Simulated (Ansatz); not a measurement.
**As (model structure, started from the bcc type, Im-3m, No. 229, 1 atoms in the cell): lattice constant a by level of theory**

No measured value is used here.

```json
[
 {"level (code)": "LDA (Ansatz)", "value (Å)": "3.295"},
 {"level (code)": "PBE (Ansatz)", "value (Å)": "3.364"},
 {"level (code)": "PBEsol (Ansatz)", "value (Å)": "3.313"},
 {"level (code)": "PBE-D3(BJ) (Ansatz)", "value (Å)": "3.312"},
 {"level (code)": "r²SCAN (Ansatz)", "value (Å)": "3.351"},
 {"level (code)": "r²SCAN+rVV10 (Ansatz)", "value (Å)": "3.339"}
]
```

Cutoffs differ between the levels. Ansatz's density-functional and Hartree–Fock values are scalar-relativistic unless marked +SOC, with PAW data made under PBE.

A model structure was made by putting elements into a prototype or built by hand; it is no filed structure, need not be a known phase, and can be a saddle point held by its symmetry.

Ansatz is a first-principles code.
